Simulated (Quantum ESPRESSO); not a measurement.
Quantum ESPRESSO run on Lu (P6_3/mmc, 4 atoms in the cell): self-consistent single point.

Method of the run: optB86b-vdW, PSlibrary ultrasoft (PBE) pseudopotentials (plane waves; Quantum ESPRESSO).

```yaml
crystal:
  lattice:
    - [3.50626, 0.00000, 0.00000]
    - [-1.75313, 3.03651, 0.00000]
    - [0.00000, 0.00000, 11.28142]
  atoms:
    - { symbol: Lu, position: [0.00000, 0.00000, 0.00000] }
    - { symbol: Lu, position: [0.00000, 0.00000, 0.50000] }
    - { symbol: Lu, position: [0.33333, 0.66667, 0.25000] }
    - { symbol: Lu, position: [0.66667, 0.33333, 0.75000] }
```

Reference input (self-consistent single point, DFT, LDA (PZ), plane waves, PSlibrary ultrasoft (LDA) pseudopotentials): ecutwfc = 50 Ry; ecutrho = 400 Ry; occupations = smearing; smearing = cold; degauss = 0.0036749 Ry; potentials = {Lu: Lu.pz-spdn-rrkjus_psl.1.0.0.UPF}; K_POINTS = automatic 7 7 2 0 0 0; conv_thr = 1e-11 Ry; mixing_beta = 0.3. This run's input differs from it in these lines:

```diff
@@ -19,2 +19,3 @@
    degauss = 0.0036749
+   input_dft = 'vdw-df-ob86'
 /
@@ -25,3 +26,3 @@
 ATOMIC_SPECIES
-Lu   174.9668  Lu.pz-spdn-rrkjus_psl.1.0.0.UPF
+Lu   174.9668  Lu.pbe-spdn-rrkjus_psl.1.0.0.UPF
 ATOMIC_POSITIONS {crystal}
```

The program printed (abridged):

```
     Self-consistent Calculation

     iteration #  1     ecut=    50.00 Ry     beta= 0.30

     Threshold (ethr) on eigenvalues was too large:
     Diagonalizing with lowered threshold

     total energy              =    -499.07573496 Ry
     estimated scf accuracy    <       0.04691301 Ry

     iteration #  2     ecut=    50.00 Ry     beta= 0.30

     total energy              =    -499.06886182 Ry
     estimated scf accuracy    <       0.01703156 Ry

     iteration #  3     ecut=    50.00 Ry     beta= 0.30

     total energy              =    -499.07187195 Ry
     estimated scf accuracy    <       0.00063670 Ry

   [... 11 blocks of this kind left out ...]

     iteration # 15     ecut=    50.00 Ry     beta= 0.30

     total energy              =    -499.07192259 Ry
     estimated scf accuracy    <          3.3E-11 Ry

     iteration # 16     ecut=    50.00 Ry     beta= 0.30
     End of self-consistent calculation

     the Fermi energy is     9.8324 ev

!    total energy              =    -499.07192259 Ry
     estimated scf accuracy    <          9.0E-12 Ry
     smearing contrib. (-TS)   =      -0.00006576 Ry
     internal energy E=F+TS    =    -499.07185683 Ry

     convergence has been achieved in  16 iterations

     Forces acting on atoms (cartesian axes, Ry/au):

     atom    1 type  1   force =    -0.00000000   -0.00000000    0.00000000
   [... zero for the other atoms too ...]

     Total force =     0.000000     Total SCF correction =     0.000000

          total   stress  (Ry/bohr**3)                   (kbar)     P=      -37.62
  -0.00025135  -0.00000000   0.00000000          -36.97       -0.00        0.00
  -0.00000000  -0.00025135   0.00000000           -0.00      -36.97        0.00
   0.00000000   0.00000000  -0.00026455            0.00        0.00      -38.92

   JOB DONE.
```

The run converged in 16 iterations. Against the reference run the pressure goes from -6.34 to -3.76 GPa.

The starting cell was generated: these elements placed on a structure prototype, without a prior relaxation; it need not be a known phase or ordering of this composition. Its lattice was rescaled by a random factor within 2.5 % of one. With a pressure of about -4 GPa the cell is away from its equilibrium volume at this level.

Cost on one core of a shared machine: roughly 3 min.
